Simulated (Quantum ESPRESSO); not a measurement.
A self-consistent single point of LaOsN₃ (P2_1/m, 10 atoms in the cell) with Quantum ESPRESSO.

Level of theory: PBEsol, GBRV 1.5 ultrasoft (PBESOL) pseudopotentials (plane waves; Quantum ESPRESSO).

```
CELL_PARAMETERS angstrom
      3.83698     0.00000     0.00000
      0.00000     4.76672     0.00000
     -0.91764     0.00000     7.35148
ATOMIC_POSITIONS crystal
  La 0.08053 0.25000 0.28721
  La 0.91947 0.75000 0.71279
  Os 0.51632 0.75000 0.09403
  Os 0.48368 0.25000 0.90597
  N  0.46138 0.25000 0.63160
  N  0.53862 0.75000 0.36840
  N  0.01457 0.75000 0.09278
  N  0.98543 0.25000 0.90722
  N  0.70267 0.25000 0.53475
  N  0.29733 0.75000 0.46525
```

Reference input (self-consistent single point, DFT, PBEsol, plane waves, GBRV 1.5 ultrasoft (PBESOL) pseudopotentials): ecutwfc = 40 Ry; ecutrho = 320 Ry; occupations = smearing; smearing = mp; degauss = 0.0073499 Ry; potentials = {La: la_pbesol_v1.uspp.F.UPF, Os: os_pbesol_v1.2.uspp.F.UPF, N: n_pbesol_v1.2.uspp.F.UPF}; K_POINTS = automatic 5 4 3 0 0 0; conv_thr = 1e-10 Ry. This run's input differs from it in these lines:

```diff
@@ -13,3 +13,3 @@
     ecutwfc = 40
-    ecutrho = 320
+    ecutrho = 80
     occupations = 'smearing'
```

Output, abridged:

```
     Self-consistent Calculation

     iteration #  1     ecut=    40.00 Ry     beta= 0.70

     negative rho (up, down):  4.121E-01 0.000E+00

     total energy              =    -721.48139385 Ry
     estimated scf accuracy    <       1.58767256 Ry

     iteration #  2     ecut=    40.00 Ry     beta= 0.70

     negative rho (up, down):  3.888E-01 0.000E+00

     total energy              =    -720.31046233 Ry
     estimated scf accuracy    <      15.66339926 Ry

     iteration #  3     ecut=    40.00 Ry     beta= 0.70

     negative rho (up, down):  3.791E-01 0.000E+00

     total energy              =    -722.04165618 Ry
     estimated scf accuracy    <       3.05294416 Ry

   [... 11 blocks of this kind left out ...]

     iteration # 15     ecut=    40.00 Ry     beta= 0.70

     negative rho (up, down):  3.808E-01 0.000E+00

     total energy              =    -722.42264787 Ry
     estimated scf accuracy    <          2.5E-09 Ry

     iteration # 16     ecut=    40.00 Ry     beta= 0.70

     negative rho (up, down):  3.808E-01 0.000E+00
     End of self-consistent calculation

     the Fermi energy is    14.6229 ev

!    total energy              =    -722.42264787 Ry
     estimated scf accuracy    <          1.1E-11 Ry
     smearing contrib. (-TS)   =       0.00006045 Ry
     internal energy E=F+TS    =    -722.42270832 Ry

     convergence has been achieved in  16 iterations

     negative rho (up, down):  3.808E-01 0.000E+00

     Forces acting on atoms (cartesian axes, Ry/au):

     atom    1 type  1   force =     0.00150254   -0.00000000    0.00198192
     atom    2 type  1   force =    -0.00150254   -0.00000000   -0.00198192
     atom    3 type  2   force =     0.00139129    0.00000000   -0.01000392
     atom    4 type  2   force =    -0.00139129    0.00000000    0.01000392
     atom    5 type  3   force =     0.00121689    0.00000000    0.00436258
   [... lines left out ...]
     Total force =     0.016613     Total SCF correction =     0.000013
   [... lines left out ...]

     negative rho (up, down):  3.808E-01 0.000E+00
          total   stress  (Ry/bohr**3)                   (kbar)     P=      -60.38
  -0.00051872   0.00000000   0.00000423          -76.31        0.00        0.62
   0.00000000  -0.00033984   0.00000000            0.00      -49.99        0.00
   0.00000423   0.00000000  -0.00037273            0.62        0.00      -54.83

   JOB DONE.
```

The run converged in 16 iterations. Against the reference run the free energy falls by 11.0 meV/atom, the pressure goes from -6.85 to -6.04 GPa and the largest force goes from 0.252 to 0.260 eV/Å.

The starting cell comes from a database of computed structures (which also holds hypothetical and non-ambient phases and stackings), without a prior relaxation at this level. Spin polarisation is off.

Cost on one core of a shared machine: roughly 2 min.
